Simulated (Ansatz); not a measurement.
# Effect of pressure 30 GPa on Pd

Start from Pd in the fcc (Cu type) structure (space group Fm-3m, No. 225; a = 3.943 Å).

It is then changed as follows: a hydrostatic pressure of 30 GPa.

The values are results of PBE (Ansatz, a first-principles code; PAW; 420 eV plane waves; without spin-orbit coupling), not measurements. k-mesh 20×20×20 (Γ-centred); smearing 0.05 eV (Fermi–Dirac).

| quantity | base | changed | shift |
|---|---|---|---|
| volume per atom | 15.32 Å³ | 13.50 Å³ | -1.82 Å³ |
| lattice parameter a | 3.943 Å | 3.780 Å | -0.163 Å |
| shortest interatomic distance | 2.788 Å | 2.673 Å | -0.115 Å |
| enthalpy H = E + PV relative to the base's energy | – | +2.68 eV/atom | – |
| band gap | zero | zero | – |

Final structure:

```
Pd
1.0
    0.00000     1.89007     1.89007
    1.89007     0.00000     1.89007
    1.89007     1.89007     0.00000
Pd
1
Cartesian
  0.00000   0.00000   0.00000
```

Cost of the whole job for the changed cell (relaxation, final SCF and bands): very roughly 16 core-seconds.

Load acts through the strain it causes; cell and atoms are relaxed under it. Whether these cells are dynamically stable was not tested. Competing high-pressure phases were not computed. All final runs are without spin polarisation.
